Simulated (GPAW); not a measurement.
## GPAW run on AlCr2C (P6_3/mmc, 8 atoms in the cell): self-consistent single point

Method of the run: PBE, LCAO dzp, GPAW PAW datasets PBE (gpaw-data 1.0.1) (GPAW).

Input as run:

```python
from ase import Atoms
from gpaw import GPAW

atoms = Atoms(['Al', 'Al', 'Cr', 'Cr', 'Cr', 'Cr', 'C', 'C'],
              cell=[[2.808997, 0.000000, 0.000000],
                    [-1.404498, 2.432662, 0.000000],
                    [0.000000, 0.000000, 12.529542]],
              positions=[[1.404500, 0.810887, 3.132385],
                         [-0.000001, 1.621775, 9.397156],
                         [-0.000001, 1.621775, 5.199008],
                         [1.404500, 0.810887, 7.330534],
                         [1.404500, 0.810887, 11.463779],
                         [-0.000001, 1.621775, 1.065763],
                         [0.000000, 0.000000, 6.264771],
                         [0.000000, 0.000000, 0.000000]],
              pbc=True)

calc = GPAW(mode='lcao',
            h=0.2,
            basis='dzp',
            xc='PBE',
            kpts={'size': (7, 7, 2), 'gamma': True},
            occupations={'name': 'methfessel-paxton', 'width': 0.136, 'order': 1},
            convergence={'density': 1e-05},
            symmetry={'symmorphic': False, 'tolerance': 0.0005},
            maxiter=120,
            txt='-')

atoms.calc = calc

energy = atoms.get_potential_energy()
print('Energy (eV):', round(energy, 6))
forces = atoms.get_forces()
print('Forces (eV/Ang):')
print(forces.round(5))
```

Output, abridged:

```
Input parameters:
  basis: dzp
  convergence: {density: 1e-05}
  h: 0.2
  kpts: {gamma: True,
         size: (7, 7, 2)}
  maxiter: 120
  mode: lcao
  occupations: {name: methfessel-paxton,
                order: 1,
                width: 0.136}
  symmetry: {symmorphic: False,
             tolerance: 0.0005}
  xc: PBE

species:
  Al:
    name: Aluminium
    Z: 13.0
    valence: 3
    core: 10
    charge: 0.0
    file: Al.PBE.gz

    # LCAO basis set for Al:
    #   Name: dzp
    #   File: Al.dzp.basis.gz
    #   Number of radial functions: 5
    #   Number of spherical harmonics: 13
    #     l=0, rc=7.8750 Bohr: 3s-sz confined orbital
    #     l=1, rc=10.4219 Bohr: 3p-sz confined orbital
    #     l=0, rc=4.6094 Bohr: 3s-dz split-valence wave
    #     l=1, rc=6.2812 Bohr: 3p-dz split-valence wave
    #     l=2, rc=10.4219 Bohr: d-type Gaussian polarization
    #   Number of RI-basis functions 0

  Cr:
    name: Chromium
    Z: 24.0
    valence: 6
    core: 18
    charge: 0.0
    file: Cr.PBE.gz

    # LCAO basis set for Cr:
    #   Name: dzp
    #   File: Cr.dzp.basis.gz
    #   Number of radial functions: 5
    #   Number of spherical harmonics: 15
    #     l=0, rc=9.8906 Bohr: 4s-sz confined orbital
    #     l=2, rc=6.6406 Bohr: 3d-sz confined orbital
    #     l=0, rc=5.9219 Bohr: 4s-dz split-valence wave
    #     l=2, rc=3.8906 Bohr: 3d-dz split-valence wave
    #     l=1, rc=9.8906 Bohr: p-type Gaussian polarization
    #   Number of RI-basis functions 0

  C:
    name: Carbon
    Z: 6.0
    valence: 4
    core: 2
    charge: 0.0
    file: C.PBE.gz

    # LCAO basis set for C:
    #   Name: dzp
    #   File: C.dzp.basis.gz
    #   Number of radial functions: 5
    #   Number of spherical harmonics: 13
    #     l=0, rc=5.5469 Bohr: 2s-sz confined orbital
    #     l=1, rc=6.6719 Bohr: 2p-sz confined orbital
    #     l=0, rc=3.0312 Bohr: 2s-dz split-valence wave
    #     l=1, rc=3.7500 Bohr: 2p-dz split-valence wave
    #     l=2, rc=6.6719 Bohr: d-type Gaussian polarization
    #   Number of RI-basis functions 0

Reference energy: -129591.612560  # eV

Spin-paired calculation

Convergence criteria:
 Maximum [total energy] change in last 3 cyles: 0.0005 eV / valence electron
 Maximum integral of absolute [dens]ity change: 1e-05 electrons / valence electron
 Maximum integral of absolute [eigenst]ate change: 4e-08 eV^2 / valence electron
 Maximum number of scf [iter]ations: 120

Symmetries present (total): 24
Symmetries with fractional translations: 12
98 k-points: 7 x 7 x 2 Monkhorst-Pack grid + [0.000000,0.000000,1/4]
16 k-points in the irreducible part of the Brillouin zone
       k-points in crystal coordinates                weights
   0:     0.00000000    0.00000000    0.00000000          1/98
   1:     0.00000000    0.00000000    0.50000000          1/98
   2:     0.14285714    0.00000000    0.00000000          6/98
   [... 7 lines left out ...]
          ...
  15:     0.42857143    0.42857143    0.50000000          6/98

Wave functions: LCAO
  Diagonalizer: Serial LAPACK
  Atomic Correction: dense with blas
  Data-type: complex

Occupation numbers: Methfessel-Paxton:
  width: 0.1360  # eV
  order: 1

Eigensolver
   LCAO using direct dense diagonalizer

Densities:
  Coarse grid: 12*12*64 grid
  Fine grid: 24*24*128 grid
  Total Charge: 0.000000

Density mixing:
  Method: separate
  Backend: pulay
  Linear mixing parameter: 0.05
  old densities: 5
  Damping of long wavelength oscillations: 50

Hamiltonian:
  XC and Coulomb potentials evaluated on a 24*24*128 grid
  Interpolation: tri-quintic (5. degree polynomial)
  Poisson solver: FastPoissonSolver using
    Stencil: 8*3+1=25 point O(h^6) finite-difference Laplacian
    FFT axes: [np.int64(0), np.int64(1), np.int64(2)]
    FST axes: []

XC parameters: PBE with 2 nearest neighbor stencil

Number of atoms: 8
Number of atomic orbitals: 112
Number of bands in calculation: 27
Number of valence electrons: 38
Bands to converge: occupied

Density initialized from atomic densities

           Cr

        Al

           Cr

       CCr

           Al

        Cr

       C

Atomic positions and initial magnetic moments

Positions:
   0 Al     1.404500    0.810887    3.132385    ( 0.0000,  0.0000,  0.0000)
   1 Al    -0.000001    1.621775    9.397156    ( 0.0000,  0.0000,  0.0000)
   2 Cr    -0.000001    1.621775    5.199008    ( 0.0000,  0.0000,  0.0000)
   3 Cr     1.404500    0.810887    7.330534    ( 0.0000,  0.0000,  0.0000)
   4 Cr     1.404500    0.810887   11.463779    ( 0.0000,  0.0000,  0.0000)
   5 Cr    -0.000001    1.621775    1.065763    ( 0.0000,  0.0000,  0.0000)
   6 C      0.000000    0.000000    6.264771    ( 0.0000,  0.0000,  0.0000)
   7 C      0.000000    0.000000    0.000000    ( 0.0000,  0.0000,  0.0000)

Unit cell:
           periodic     x           y           z      points  spacing
  1. axis:    yes    2.808997    0.000000    0.000000    12     0.2027
  2. axis:    yes   -1.404498    2.432662    0.000000    12     0.2027
  3. axis:    yes    0.000000    0.000000   12.529542    64     0.1958

  Lengths:   2.808997   2.808996  12.529542
  Angles:   90.000000  90.000000 119.999999

Effective grid spacing dv^(1/3) = 0.2102

     iter     time        total  log10-change:
                         energy   eigst   dens
iter:   1 --:--:--   -77.270533        c
iter:   2 --:--:--   -71.261012        c -0.72
iter:   3 --:--:--   -62.654674        c -0.82
iter:   4 --:--:--   -62.398321        c -1.21
iter:   5 --:--:--   -62.162739        c -1.27
iter:   6 --:--:--   -61.988563        c -1.41
iter:   7 --:--:--   -61.994737        c -2.00
iter:   8 --:--:--   -61.986119c       c -2.12
iter:   9 --:--:--   -61.985098c       c -2.62
iter:  10 --:--:--   -61.985080c       c -3.17
iter:  11 --:--:--   -61.984996c       c -3.22
iter:  12 --:--:--   -61.984989c       c -3.39
iter:  13 --:--:--   -61.984979c       c -3.45
   [... 2 lines left out ...]
iter:  16 --:--:--   -61.984985c       c -4.40
iter:  17 --:--:--   -61.984986c       c -4.51
iter:  18 --:--:--   -61.984985c       c -4.85
iter:  19 --:--:--   -61.984985c       c -4.92
iter:  20 --:--:--   -61.984984c       c -4.98
iter:  21 --:--:--   -61.984984c       c -5.05c

Converged after 21 iterations.

Dipole moment: (-0.534116, -0.925114, -4.023106) |e|*Ang

Energy contributions relative to reference atoms: (reference = -129591.612560)

Kinetic:        -33.501245
Potential:      +18.860096
External:        +0.000000
XC:             -48.220844
Entropy (-ST):   +0.004669
Local:           +0.873896
SIC:             +0.000000
--------------------------
Free energy:    -61.983428
Extrapolated:   -61.984984

Showing only first 2 kpts
 Kpt  Band  Eigenvalues  Occupancy
  0    17      9.43679    2.00000
  0    18     10.28409    2.01654
  0    19     10.28427    2.01661
  0    20     10.31676    2.03292

  1    17      9.42945    2.00000
  1    18     10.30003    2.02363
  1    19     10.30003    2.02363
  1    20     10.30021    2.02372

Fermi level: 10.55465

No gap
No difference between direct/indirect transitions
Energy (eV): -61.984984

Forces in eV/Ang:
  0 Al   -0.00000    0.00000    0.00000
  1 Al    0.00000   -0.00000    0.00000
  2 Cr   -0.00000   -0.00000   -0.83049
  3 Cr    0.00000   -0.00000    0.83049
  4 Cr    0.00000   -0.00000   -0.83049
  5 Cr    0.00000   -0.00000    0.83049
  6 C    -0.00000    0.00000    0.00000
  7 C    -0.00000    0.00000    0.00000
```

The run converged in 21 iterations.

The starting cell comes from a database of computed structures (which also holds hypothetical and non-ambient phases and stackings), without a prior relaxation at this level. Its lattice was rescaled by a random factor within 2.5 % of one. Spin polarisation is off. Values carry the incompleteness of an atom-centred basis.

Cost on one core of a shared machine: roughly 8 min.
